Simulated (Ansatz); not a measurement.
## LaB₆ (space group Pm-3m, No. 221)

Space group Pm-3m (No. 221); a = b = c = 4.1299 Å, α = β = γ = 90.00°

```csv
atom,site,symmetry,x,y,z
La,1a,m-3m,0.0000,0.0000,0.0000
B,6f,4m.m,0.1996,0.5000,0.5000
```

Method: PBEsol, PAW, 420 eV (Ansatz, a first-principles code; scalar-relativistic without spin-orbit coupling). k-mesh 11×11×11 (Γ-centred); smearing 0.05 eV (Fermi–Dirac).

```yaml
volume_per_atom: 10.06 Å³
density: 4.80 g/cm³
band_gap: zero
total_energy: -1011.605 eV/atom (σ→0; compares only within this code and set-up)
```

No phonon test of stability was made. All final runs are without spin polarisation. An odd electron count without spin: LaB6.
